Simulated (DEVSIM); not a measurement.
System: In0.52Al0.48As/In0.53Ga0.47As p-n heterojunction, at 400 K.

Layer 1 from the left is In0.52Al0.48As, thickness (μm) 0.620, Na (cm⁻³) 1.7e16, τn (s) 4e-10, τp (s) 4e-10. Layer 2 from the left is In0.53Ga0.47As, thickness (μm) 2.50, Nd (cm⁻³) 1.3e15, τn (s) 4e-10, τp (s) 4e-10.

Left contact: ohmic. Right contact: ohmic. Voltage is applied to the left contact. Recombination: SRH at mid-gap. Mobility is constant in doping.

Constants are typed, rounded textbook-type inputs, not results; the design itself was drawn at random and stands for no fabricated device. Values at 300 K; Nc and Nv go as T^1.5, mobilities as T to minus their exponent, the gap by Varshni's rule with the affinity fixed.

In0.52Al0.48As: gap (eV) 1.45, affinity (eV) 4, permittivity 12.5, Nc (cm⁻³) 5.1e17, Nv (cm⁻³) 1.1e19, μn (cm²/Vs) 4000, μp (cm²/Vs) 75, T exponent of μn 1.5, T exponent of μp 1.5, Varshni α (eV/K) 0.00042, Varshni β (K) 180. In0.53Ga0.47As: gap (eV) 0.74, affinity (eV) 4.51, permittivity 13.9, Nc (cm⁻³) 2.1e17, Nv (cm⁻³) 7.7e18, μn (cm²/Vs) 12000, μp (cm²/Vs) 300, T exponent of μn 1.6, T exponent of μp 1.6, Varshni α (eV/K) 0.00035, Varshni β (K) 190.

Simulated with DEVSIM: 1D drift-diffusion, Boltzmann statistics, complete ionisation; no tunnelling, impact ionisation, image-force lowering or self-heating. Band offsets follow the typed affinities; no thermionic-emission limit at abrupt steps, no polarisation charge.

Problem. What does the simulation give for the dark forward voltage at 100 A/cm², the largest field in the device at zero bias, the potential step across the device at zero bias?

Solution. dark forward voltage at 100 A/cm² 0.412 V; largest field in the device at zero bias 24000 V/cm; potential step across the device at zero bias 0.475 V.
